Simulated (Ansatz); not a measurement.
## SiO2: element substitutions

The parent structure is SiO$_{2}$ in the rutile structure (space group P4_2/mnm, No. 136).

```
SiO2
1.0
    4.19454     0.00000     0.00000
    0.00000     4.19454     0.00000
    0.00000     0.00000     2.67824
Si O
2 4
Cartesian
  2.09727   2.09727   1.33912
  0.00000   0.00000   0.00000
  3.38103   3.38103   1.33912
  1.28376   2.91078   0.00000
  2.91078   1.28376   0.00000
  0.81351   0.81351   1.33912
```

Each row replaces one element on all its sites; cell and atoms are relaxed.

Calculations: PBEsol (Ansatz, a first-principles code), no SOC, earlier PAW set.

Candidates:
(a) Si → S
(b) Si → Ti
(c) O → Te

Before the change:

```
Item       Result
---------  ------
c/a ratio   0.639
```

Question: Order them by c/a ratio, highest first.

Answer: (b) Si → Ti (0.640), (c) O → Te (0.619), (a) Si → S (0.605)

Stability against distortions was not tested. As relaxed here, SO2 and SiTe2 are hypothetical phases, not in the database extracts checked. The final runs are not spin-polarised.
